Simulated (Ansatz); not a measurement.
**A constructed model of the (111) surface of fcc Pt, a pseudomorphic layer of Ru in the host's stacking (bottom of the slab: a bare face, its two planes held)**

Level of theory: PBE (plane waves to 420 eV, PAW; Ansatz, an electronic-structure program).

Model: 7-atom slab, 13.9 Å thick at the start, 15x15x1 mesh, Fermi-Dirac 0.1 eV, dipole correction, 2 atoms held, the rest relaxed; held to the start's symmetry, so lower structures may exist; no spin, no spin-orbit, no U. In PBE it is, or lies within 0.01 eV a 1x1 cell of, the lowest of the 2 structures of its composition computed so far; larger cells were not tried.

```
Item                                                   Value
-----------------------------  -----------------------------
work function of the top face                        5.21 eV
energy released by relaxation                        0.33 eV
cost                           around 3 core-minutes (rough)
```
